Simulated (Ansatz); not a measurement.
Start from BaS in the zinc blende structure (space group F-43m, No. 216; a hypothetical phase, not in the database extracts checked).

```xyz
2
Lattice="0.0000 3.5191 3.5191 3.5191 0.0000 3.5191 3.5191 3.5191 0.0000" Properties=species:S:1:pos:R:3 pbc="T T T"
S      5.2786     5.2786     5.2786
Ba     0.0000     0.0000     0.0000
```

Cartesian axes are those of the cell as printed.

Calculations: plane-wave PAW DFT at the r2SCAN level (Ansatz, a quantum-chemistry and plane-wave program, 500 eV), no SOC.

Strains are applied to the cell and any free atomic positions relax; under biaxial strain the out-of-plane vector relaxes too.

One change was made to it. Results:

```json
[
 {"quantity": "smallest direct gap", "base": "3.70 eV", "after": "3.69 eV"},
 {"quantity": "pressure (mean of the normal stresses, compression positive)", "base": "0.00 GPa", "after": "0.00 GPa"}
]
```

Q: What was done to the base?
A) isotropic strain −1.76 %
B) isotropic strain +2.57 %
C) uniaxial strain ε_zz = −4.46 %
D) strain tensor (xx, yy, zz, yz, xz, xy) = (−0.63, +0.77, −0.14, +0.27, +0.08, −0.15) %
E) biaxial strain +1.20 %, plane normal [110], relaxed out of plane

A: D, strain tensor (xx, yy, zz, yz, xz, xy) = (−0.63, +0.77, −0.14, +0.27, +0.08, −0.15) %. For comparison, the pressure in the other runs: biaxial strain +1.20 %, plane normal [110], relaxed out of plane gives -0.25 GPa; isotropic strain −1.76 % gives 1.71 GPa; uniaxial strain ε_zz = −4.46 % gives 1.40 GPa; isotropic strain +2.57 % gives -1.89 GPa.

A biaxial case was relaxed in a doubled cell and then solved in the primitive one. Gaps are Kohn–Sham eigenvalue differences; semilocal functionals usually give less than the measured gap. No phonon test of stability was made.
